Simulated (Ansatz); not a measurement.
## ZnS, point defects

The reference is an 8-atom supercell of ZnS in the zinc blende structure (space group F-43m, No. 216; a = 5.443 Å) at its relaxed geometry.

One neutral defect a cell, atoms relaxed at fixed cell.

The values are results of PBE (Ansatz, a quantum-chemistry and plane-wave program), without spin-orbit coupling, earlier PAW set, not measurements.

```tsv
case	largest displacement of a host atom from its site in the perfect cell	pressure
perfect supercell	–	0.0 GPa
Zn vacancy	0.06 Å	-1.2 GPa
Zn on a S site (antisite), symmetric start	0.08 Å	3.4 GPa
P on a S site, symmetric start	0.02 Å	0.4 GPa
S on a Zn site (antisite), symmetric start	0.16 Å	4.5 GPa
S vacancy	___	___
```

Problem. Complete the table.

Solution. 
- S vacancy, largest displacement of a host atom from its site in the perfect cell: 0.96 Å
- S vacancy, pressure: -1.9 GPa

The magnetic state is the one reached from the starting moments; the real material's order can differ, and small cells can't hold many antiferromagnetic ones. In so small a cell the defect repeats every few ångströms: this is an ordered compound, not a dilute defect. A case with no gap was solved on a k-mesh chosen for an insulator, which is coarse for it. Defects with a symmetric start kept the site's symmetry and may sit on a saddle; the others started slightly shaken. Seeded moments were not kept for Zn on a S site (antisite), P on a S site, S on a Zn site (antisite) and S vacancy.
